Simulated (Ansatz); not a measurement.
**A computed series for hypothetical Fddd WSi2: pressure series**

Consider WSi₂ (space group Fddd, No. 70; a = 4.557 Å, b = 7.874 Å, c = 8.915 Å; a hypothetical phase, not in the database extracts checked).

Cell and atoms are relaxed at each pressure.

Computed with PBEsol in Ansatz (plane waves to 420 eV, PAW, without spin-orbit coupling).

Two rows of this table had their results exchanged by mistake.

```
pressure          volume per atom (Å³)  shortest distance (Å)  band gap
----------------  --------------------  ---------------------  --------
pressure −2 GPa                  13.45                  2.584      zero
pressure −1 GPa                  13.39                  2.581      zero
pressure 0.3 GPa                 13.31                  2.576      zero
pressure 0.7 GPa                 12.81                  2.543      zero
pressure 1.5 GPa                 13.24                  2.572      zero
pressure 3 GPa                   13.16                  2.566      zero
pressure 5 GPa                   13.05                  2.559      zero
pressure 7.5 GPa                 12.93                  2.551      zero
pressure 10 GPa                  13.29                  2.575      zero
```

### Question
Which two?

### Answer
The rows for pressure 0.7 GPa and pressure 10 GPa: the volume has to fall steadily with pressure, so 13.29 Å³ belongs to pressure 0.7 GPa and 12.81 Å³ to pressure 10 GPa.

Load acts through the strain it causes; cell and atoms are relaxed under it. Whether these cells are dynamically stable was not tested. Competing high-pressure phases were not computed. The final runs are not spin-polarised.

Ansatz is an electronic-structure program.
